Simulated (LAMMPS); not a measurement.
Film growth with the substrate temperature varied; first case: 160 Cd and 160 S atoms arriving one at a time, 3 ps apart with 0.2 eV each, on 1185 Å² of the (0001) face of CdS (wurtzite) held at 350 K.

All values are model results, not measurements: classical MD, pair style sw, file CdTeZnSeHgS0.sw (LAMMPS).

| T (K) | crystalline share | film | roughness | height | below the old surface |
|---|---|---|---|---|---|
| 350 | 0.39 | partly crystalline | 2.0 Å | 8.4 Å | 0 of 313 |
| 610 | 0.76 | crystalline | 1.6 Å | 7.7 Å | 0 of 306 |
| 880 | 0.96 | crystalline | 1.2 Å | 6.4 Å | 0 of 274 |
| 1140 | 0.76 | crystalline | 1.4 Å | 6.4 Å | 0 of 266 |

Caution: growth rates of MD are many orders above those of real deposition.

Caution: the face is polar, and the species on top of the substrate isn't recorded.
